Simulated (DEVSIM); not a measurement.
System: Al/Si3N4/p-Si capacitor, at 250 K.

Layer 1 from the left is Si3N4, thickness (nm) 28.0. Layer 2 from the left is Si, thickness (nm) 6900, Na (cm⁻³) 7e15.

Metal gate on the left, work function 4.1 eV. Fixed charge at the semiconductor interface 0 cm⁻² (in units of +e); no interface traps.

Constants are typed, rounded textbook-type inputs, not results; the design itself was drawn at random and stands for no fabricated device. Values at 300 K; Nc and Nv go as T^1.5, mobilities as T to minus their exponent, the gap by Varshni's rule with the affinity fixed.

Si3N4: gap (eV) 5.1, affinity (eV) 2.1, permittivity 7.5. Si: gap (eV) 1.124, affinity (eV) 4.05, permittivity 11.7, Nc (cm⁻³) 2.86e19, Nv (cm⁻³) 3.1e19, Varshni α (eV/K) 0.000473, Varshni β (K) 636.

Problem. Estimate by hand the flat-band voltage, the threshold voltage, and compare with a numerical solution.

Solution. 
- Flat-band voltage: C = 0.237 μF/cm², work-function difference -0.911 V; VFB = φms − qNf/C = -0.91 V; numerical -0.91 V.
- Threshold voltage: φF = 0.394 V, depletion charge √(4εqNφF) = 4.28e-8 C/cm²; VT = VFB + 2φF + Qd/C = 0.06 V; numerical 0.06 V.

DEVSIM, 1D Poisson equation in equilibrium, Boltzmann statistics, complete ionisation; no quantum confinement or tunnelling. Metal contacts follow the ideal Schottky-Mott rule: no Fermi-level pinning, no interface dipoles.
